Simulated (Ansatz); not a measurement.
The starting structures come from a database of crystals and need not be the phases stable at ambient conditions.

Tunnelling through a barrier is set by its complex band structure: the current falls as exp(−2κd) with the smallest κ.

Data:

```
CELL_PARAMETERS angstrom
      3.51270     0.00000     0.00000
      0.00000     3.51270     0.00000
      1.75635     1.75635     2.43515
ATOMIC_POSITIONS crystal
  Be 0.00000 0.00000 0.00000
  S  0.25000 0.75000 0.50000
```

The cell is strained (lengths across the current scaled by 1.02, ions clamped); by r2SCAN it stands under a pressure of -3.7 GPa.

Transport runs along the normal of the first two printed cell vectors, the (001) (indices of the unstrained crystal) plane of the conventional cell.

The gap is the functional's own, uncorrected, and κ follows it; spin-orbit coupling is left out. Mid-gap means the computed energy nearest the middle.

Task: Compute, with r2SCAN (Ansatz, a program for electronic structure), the band gap and the smallest decay constant κ at mid-gap.

Result: Gap 3.51 eV on a 12×12×12 mesh; κ = 0.323 1/Å, at the zone centre.
